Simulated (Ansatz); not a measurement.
Start from BAs in the zinc blende structure (space group F-43m, No. 216).

```
BAs
1.0
    0.00000     2.38393     2.38393
    2.38393     0.00000     2.38393
    2.38393     2.38393     0.00000
As B
1 1
Cartesian
  3.57590   3.57590   3.57590
  0.00000   0.00000   0.00000
```

Calculations: PBEsol (Ansatz, a program for electronic structure, PAW, spin-orbit coupling left out).

For the base:

The band gap is 1.08 eV. The smallest direct gap comes out as 3.25 eV.

The change: every lattice vector is stretched by 1.80 %, atoms relaxed at fixed cell.

Q: How does this affect the band gap and smallest direct gap?

A: The band gap rises by 0.05 eV (1.08 eV → 1.13 eV); the smallest direct gap drops by 0.06 eV (3.25 eV → 3.19 eV).

The cells carry an imposed strain or load. Stability against distortions was not tested.
